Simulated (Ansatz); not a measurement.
**Effect of pressure 9 GPa on CoSn**

Base system: CoSn (space group P6/mmm, No. 191; a = 5.2940 Å, c = 4.2354 Å; non-magnetic).

Modification: cell and atoms relaxed at a pressure of 9 GPa.

The values are results of PBE/PAW in Ansatz (an electronic-structure program), no spin-orbit coupling, not measurements. Settings: 10×10×11 k-points, 0.05 eV Fermi–Dirac smearing.

- Volume per atom: 16.12 Å³ (base 17.13 Å³)
- Density: 9.15 g/cm³ (base 8.61 g/cm³)
- Lattice parameter a: 5.188 Å (base 5.294 Å)
- Shortest interatomic distance: 2.559 Å (base 2.612 Å)
- Enthalpy H = E + PV relative to the base's energy: +0.93 eV/atom
- Band gap: zero (base zero)

Final structure:

```xyz
6
Lattice="5.1883 0.0000 0.0000 -2.5941 4.4932 0.0000 0.0000 0.0000 4.1494" Properties=species:S:1:pos:R:3 pbc="T T T"
Co     2.5941     0.0000     0.0000
Co     1.2971     2.2466     0.0000
Co    -1.2971     2.2466     0.0000
Sn     0.0000     0.0000     0.0000
Sn     0.0000     2.9954     2.0747
Sn     2.5941     1.4977     2.0747
```

Cost of the whole job for the changed cell (relaxation, final SCF and bands): about 3 core-minutes (a rough figure).

Load acts through the strain it causes; cell and atoms are relaxed under it. Stability against distortions was not tested. Competing high-pressure phases were not computed. Starting moments died away, wholly or in part, for the base; another magnetic solution may exist. All final runs are without spin polarisation.
